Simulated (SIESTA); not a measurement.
Band structure of TaN (P6/mmm, 6 atoms in the cell).

```xyz
6
Lattice="5.2768 0.0000 0.0000 -2.6384 4.5699 0.0000 0.0000 0.0000 2.9389" Properties=species:S:1:pos:R:3 pbc="T T T"
Ta     0.0000     0.0000     0.0000
Ta     2.6384     1.5233     1.4695
Ta     0.0000     3.0466     1.4695
N     -1.3192     2.2849     0.0000
N      2.6384     0.0000     0.0000
N      1.3192     2.2849     0.0000
```

Computed with SIESTA with GGA PBEsol, numerical atomic orbitals TZP, PseudoDojo PBEsol standard norm-conserving potentials (rewritten from UPF to PSML).

Settings: XC.functional = GGA; XC.authors = PBEsol; potentials = PseudoDojo PBEsol standard; PAO.BasisSize = TZP; PAO.EnergyShift = 0.005 Ry; MeshCutoff = 300 Ry; kgrid.MonkhorstPack = 6 6 9; OccupationFunction = MP; OccupationMPOrder = 0; ElectronicTemperature = 0.1 eV; MaxSCFIterations = 150; SCF.Mixer.Method = Broyden; SCF.Mixer.Weight = 0.1; SCF.Mixer.History = 6.

The starting cell comes from a database of computed structures (which also holds hypothetical and non-ambient phases and stackings), without a prior relaxation at this level. Its lattice was rescaled by a random factor within 2.5 % of one. Spin-orbit coupling is off. Spin polarisation is off. Values carry the incompleteness of an atom-centred basis.

Levels in eV from the Fermi level, bands 24 to 29:
```tsv
point	24	25	26	27	28	29
Γ	-2.76	-2.10	-1.90	-1.07	-1.07	0.91
M	-3.09	-2.67	-1.49	-0.55	1.38	1.77
K	-2.77	-2.71	-0.96	-0.96	1.90	2.02
A	-2.81	-2.81	-1.60	0.98	0.98	1.66
L	-3.07	-2.78	-1.89	-0.98	1.16	1.42
H	-3.36	-2.14	-2.14	-1.57	2.58	2.63
```

Bands cross the Fermi level along this path, so the cell is metallic at this level.

Higher empty bands are left out: an atom-centred basis made for the valence describes them poorly.
